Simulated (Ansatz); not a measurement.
AlB2-type TiB₂ was calculated with PBEsol (PAW; Ansatz, a program for electronic structure).

Run with plane-wave cutoff 520 eV, 24×24×20 k mesh (along the axes of the cell as run), Fermi–Dirac smearing 0.055 eV (set by the program), no spin polarisation, scalar-relativistic PAW data made under PBE.

Cell (relaxed at this level):

```yaml
crystal:
  lattice:
    - [3.01720, 0.00000, 0.00000]
    - [-1.50860, 2.61297, 0.00000]
    - [0.00000, 0.00000, 3.18526]
  atoms:
    - { symbol: Ti, position: [0.00000, 0.00000, 0.00000] }
    - { symbol: B, position: [0.66667, 0.33333, 0.50000] }
    - { symbol: B, position: [0.33333, 0.66667, 0.50000] }
```

Give the computed Young modulus, elastic constant C11, elastic constant C44, elastic constant C12, elastic constant C13, elastic constant C33 and elastic constant C66.


* **Young modulus**: 606 GPa
* **elastic constant C11**: 677 GPa
* **elastic constant C44**: 276 GPa
* **elastic constant C12**: 70.7 GPa
* **elastic constant C13**: 110 GPa
* **elastic constant C33**: 475 GPa
* **elastic constant C66**: 303 GPa

Measured, for comparison: elastic constant C11 660 GPa, elastic constant C44 260 GPa, elastic constant C12 48 GPa, elastic constant C13 93 GPa, elastic constant C33 432 GPa (temperature not stated, not corrected to a static lattice; as tabulated in Liu et al. (2023), arXiv:2002.00005). Computed (rounded) less measured: elastic constant C11 +3 %, elastic constant C44 +6 %, elastic constant C12 +47 %, elastic constant C13 +18 %, elastic constant C33 +10 %. A static lattice is as a rule a little smaller and stiffer than an uncorrected measurement, which narrows the difference in the elastic constant C11, elastic constant C44, elastic constant C33 and would widen misses of the other sign.

Elastic constants are with the ions relaxed.
